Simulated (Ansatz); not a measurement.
Variants of one calculation on SnO (P1, 4 atoms in the cell)

```xyz
4
Lattice="3.8137 0.0000 0.0000 0.0000 3.8137 0.0000 0.0000 0.0000 4.8869" Properties=species:S:1:pos:R:3 pbc="T T T"
Sn    -0.0022     1.8692     1.1544
Sn     1.9025     0.0128     3.7037
O      1.9223     1.9298     0.0453
O     -0.0088     0.0019    -0.0165
```

Base run A: Ansatz (a first-principles code) with PBE0, default PAW files made with PBE, self-consistent single point.

Its settings: basis.ecutwfc = 420 eV; kpoints.mp_grid.grid = 4 4 3; kpoints.mp_grid.shift = 0.5 0.5 0.5; hamiltonian.xc = pbe0; hamiltonian.pseudopotentials = {kind: paw} (the program's default PAW files); scf.occupations.method = gaussian; scf.occupations.width = 0.02 eV.

The starting cell comes from a database of computed structures (which also holds hypothetical and non-ambient phases and stackings), without a prior relaxation at this level. Its atoms were displaced at random from the sites of space group no. 129. Ansatz's pressure includes its estimate of the finite-basis (Pulay) stress. Another mesh or the band path of this cell gives a smaller gap, so this value is not converged in the mesh.

ΔF is the free energy per atom less that of run A. A dash stands where there is no value to compare (another energy zero or no entropy term, no result, no spin, no clean gap, or a mesh too coarse for one). Absolute energies have different zeros for different potentials, functionals, Hubbard and dispersion terms and are not compared across them.

Runs:
- B: hamiltonian.xc: pbe0 → hse06 [HSE06]
- C: scf.convergence.dr2_threshold: default (1e-07 eV) → 1e-12 eV
- D: scf.mixing.preconditioner: default (the program chose none) → local_kerker
- E: scf.self_checks: default → high
- F: scf.mixing.algorithm: default (the program chose MSR1) → broyden

| run | ΔF (meV/atom) | pressure (GPa) | largest force (eV/Å) | gap on the mesh (eV) |
|---|---|---|---|---|
| A | 0.00 | -1.93 | 0.848 | 2.399 |
| B | – | -1.90 | 0.832 | 1.739 |
| C | 0.00 | -1.93 | 0.848 | 2.399 |
| D | 0.00 | -1.93 | 0.848 | 2.399 |
| E | 0.00 | -1.93 | 0.848 | 2.399 |
| F | 0.00 | -1.93 | 0.848 | 2.399 |

Run B against A: The pressure hardly changes (-1.93 to -1.90 GPa), the largest force goes from 0.848 to 0.832 eV/Å and the gap on the mesh goes from 2.399 to 1.739 eV.

Run F against A: The free energy hardly moves (within 1 meV/atom), the pressure stays at -1.93 GPa, the largest force stays at 0.848 eV/Å and the gap on the mesh stays at 2.399 eV.

Run C against A: The free energy hardly moves (within 1 meV/atom), the pressure stays at -1.93 GPa, the largest force stays at 0.848 eV/Å and the gap on the mesh stays at 2.399 eV.

Left out of this page: 1 run of the series held back from this collection.

Keys are those of Ansatz 0.2.
